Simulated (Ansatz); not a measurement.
**Input and output of a self-consistent single point for Ta3W (I4mm, 4 atoms in the cell) (Ansatz, a program for electronic structure)**

Level of theory: LDA (PW92), default PAW files made with PBE (plane waves; Ansatz).

Input:

Ansatz 0.2 input:
```yaml
crystal:
  lattice:
    - [0.000000, 3.250839, 3.250839]
    - [3.250839, 0.000000, 3.250839]
    - [3.250839, 3.250839, 0.000000]
  atoms:
    - { symbol: Ta, position: [0.250000, 0.250000, 0.250000] }
    - { symbol: Ta, position: [0.750000, 0.750000, 0.750000] }
    - { symbol: Ta, position: [0.507690, 0.507690, 0.492310] }
    - { symbol: W, position: [0.000000, 0.000000, 0.000000] }
basis:
  ecutwfc: 420.0 eV
kpoints:
  mp_grid: { grid: [7, 7, 7] }
hamiltonian:
  xc: lda
  pseudopotentials: { kind: paw }
scf:
  occupations: { method: gaussian, width: 0.1 eV }
output:
  forces: true
  eigenvalues: true
  stress: true
```

Output (repeated stretches shortened):

```
WARN ansatz: RAYON_NUM_THREADS=1 ignored (pool sized by the plan → 1); use --threads N
Pseudopotentials: kind: paw
Pseudopotential: Ta, paw, valence charge 13
Pseudopotential: W, paw, valence charge 14
Crystal: 4 atoms, lattice volume = 68.709 Å³
Basis set: ecut = 420 eV, 1363 PW (Γ)
Bands: 32, of which v1, the nominal top of the filled ones, is band 27 counted from 1 (26 counted from 0)
Symmetry: 8 space group operations
Space group: I4mm (ITA 107), of the structure as read, at distance tolerance 4.1e-5 Å
k-points: 40 of 343 (time reversal used)
PAW frozen core: Ta, regenerated for the run's functional, and the local potential with it
PAW frozen core: W, regenerated for the run's functional, and the local potential with it
Initial density: superposition of atomic densities (neutral atoms: chi_scale 0, normalization atom), corrected by the library's trained network
Initial wavefunctions: pseudopotential atomic-orbital guess
Eigensolver: davidson
Functional: x = slater, c = lda
SCF iter   1: F=—  HF=-39177.828560 eV  |F-HF|=—  |Δ(HF+E_count)|=         —  Δρ=6.61e-3  dr2=3.87e-2  ethr=1.77e-3  ⟨swp⟩=4.4  Hψ=5072  notcnv=0
all-band conjugate gradients solve this SCF's bands
preconditioner: auto → Kerker (q_TF=auto, 2.613 Å⁻¹)
SCF iter   2: F=—  HF=-39177.822099 eV  |F-HF|=—  |Δ(HF+E_count)|=   6.46e-3  Δρ=3.74e-3  dr2=1.05e-2  ethr=7.31e-5  ⟨swp⟩=1.0  Hψ=1600  notcnv=0
SCF iter   3: F=—  HF=-39177.819505 eV  |F-HF|=—  |Δ(HF+E_count)|=   2.59e-3  Δρ=5.89e-4  dr2=1.98e-4  ethr=1.99e-5  ⟨swp⟩=2.0  Hψ=1600  notcnv=0
SCF iter   4: F=—  HF=-39177.819441 eV  |F-HF|=—  |Δ(HF+E_count)|=   6.31e-5  Δρ=5.36e-5  dr2=1.74e-6  ethr=3.73e-7  ⟨swp⟩=2.0  Hψ=1642  notcnv=0
SCF iter   5: F=—  HF=-39177.819439 eV  |F-HF|=—  |Δ(HF+E_count)|=   2.61e-6  Δρ=7.47e-6  dr2=2.25e-8  ethr=3.28e-9  ⟨swp⟩=2.0  Hψ=1647  notcnv=0
SCF iter   6: F=-39177.819439 eV  HF=-39177.819439 eV  |F-HF|=5.89e-10  |Δ(HF+E_count)|=   1.43e-9  Δρ=1.42e-6  dr2=1.27e-9  ethr=4.24e-11  ⟨swp⟩=5.2  Hψ=5120  notcnv=0
SCF 1 converged in 6 iterations: F = -39177.819439 eV  dr2 = 1.27e-9
SCF converged after 6 iterations
Free energy (F): -39177.819439 eV
Harris-Foulkes:  -39177.819439 eV  (|F-HF|=5.89e-10)
Internal energy: -39177.790824 eV  (E = F + TS)
E sigma→0 (E₀):  -39177.805132 eV
Entropy (-TS):   -0.028615 eV (-7.154 meV/atom)
Fermi energy:    19.355490 eV
--- Per-component energies (eV) ---
  E_band       = -395.198499
  E_kinetic    = 1551.088976
  E_local      = -2248.715634  (includes V_loc(G=0)·N_el)
  E_nonlocal   = 69.519381
  E_hartree    = 784.966130
  E_xc         = -916.097752
  E_vxc        = -851.874473  (∫ρ·V_xc dr)
  E_paw        = -32756.969541  (= ΣΔE_a)
  E_vpaw       = -485.149902  (= ΣTr[D̂ρ^β])
  E_aug_tail   = 0.000335  (compensation charges beyond the density's cutoff)
  E_ewald      = -5662.642582
  E_core_change = 1.059861  (= ΣΔE_core)
  E_smearing   = -0.028615  (= −TS)
  E_closure    = 0.000000  (closes the sum)
  Σ components = -39177.819439   (vs F -39177.819439, Δ=0.00e0)
--- Forces (eV/Å), atoms counted from 1 ---
  atom   1  Ta    -0.00000000    -0.00000000     0.25628254
  atom   2  Ta     0.00000000     0.00000000     0.25628254
  atom   3  Ta    -0.00000000     0.00000000    -0.60177154
  atom   4  W      0.00000000    -0.00000000     0.08921185
  max |Σ_I F_I| component: 5.39e-6 eV/Å
--- Stress (GPa, compression-positive) ---
       -6.894603       0.000000      -0.000000
        0.000000      -6.894603       0.000000
       -0.000000       0.000000      -6.966669
  P = ⅓ Tr σ = -6.9186 GPa (-69.186 kbar)
  The stress holds the Pulay correction. Without it, at fixed plane waves, as pw.x and ABINIT print it: P = -6.9598 GPa
--- Band table (eV; the first three rows and the last of 40) ---
  k-point 0: bands = ["-53.7405", "-47.6116", "-47.5113", "-47.4313", "-18.0111", "-18.0111", "-18.0110", "-14.3917", "-14.3917", "-14.3780", "-14.2115", "-14.2019", "-14.2019", "-13.6846", "-13.6796", "-13.6796", "11.2368", "15.1692", "15.1749", [...]
  k-point 1: bands = ["-53.7404", "-47.6046", "-47.5128", "-47.4372", "-18.0127", "-18.0126", "-18.0112", "-14.4442", "-14.4240", "-14.4056", "-14.1740", "-14.1670", "-14.1065", "-13.7345", "-13.6821", "-13.6795", "11.5888", "15.4037", "15.4085", [...]
  k-point 2: bands = ["-53.7402", "-47.5862", "-47.5171", "-47.4521", "-18.0163", "-18.0163", "-18.0108", "-14.4772", "-14.4757", "-14.4344", "-14.1126", "-14.1097", "-14.0486", "-13.7912", "-13.6820", "-13.6792", "12.5556", "16.0553", "16.0556", [...]
  k-point 39: bands = ["-53.7399", "-47.5342", "-47.5228", "-47.4996", "-18.0333", "-18.0314", "-17.9994", "-14.6002", "-14.5885", "-14.2373", "-14.1925", "-13.9955", "-13.9584", "-13.8865", "-13.6652", "-13.6484", "14.6671", "14.8811", "15.5358", [...]
```

The run converged in 6 iterations.

The starting cell comes from a database of computed structures (which also holds hypothetical and non-ambient phases and stackings), without a prior relaxation at this level. Its lattice was rescaled by up to half a per cent. One atom was moved a little off its site on purpose. Spin-orbit coupling is off. Spin polarisation is off. With a pressure of about -7 GPa the cell is away from its equilibrium volume at this level. Ansatz's pressure includes its estimate of the finite-basis (Pulay) stress.
